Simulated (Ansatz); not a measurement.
DyAu₂ (I4/mmm, No. 139) was calculated with PBEsol (Ansatz, an electronic-structure program, plane waves, PAW).

Run with plane-wave cutoff 520 eV, 22×22×22 k mesh, Fermi–Dirac smearing 0.05 eV, spin-polarised with parallel moments, scalar-relativistic PAW data made under PBE.

Computed at the level's own relaxed cell.

**Question.** Estimate the lattice parameter a and c axis length that the calculation returns.

**Answer.** 
- lattice parameter a = 3.688 Å
- c axis length = 8.995 Å

The run finds no gap.

Note: the magnetic order was assumed, not searched for or taken from measurement; the 4f shell is treated without U or exact exchange, so its levels and filling can be wrong.

Spin–orbit coupling is not included; it can shift volumes and moduli of such heavy elements.

Computed values are for the static lattice.

It cost around 40 core-minutes (rough) of CPU time.
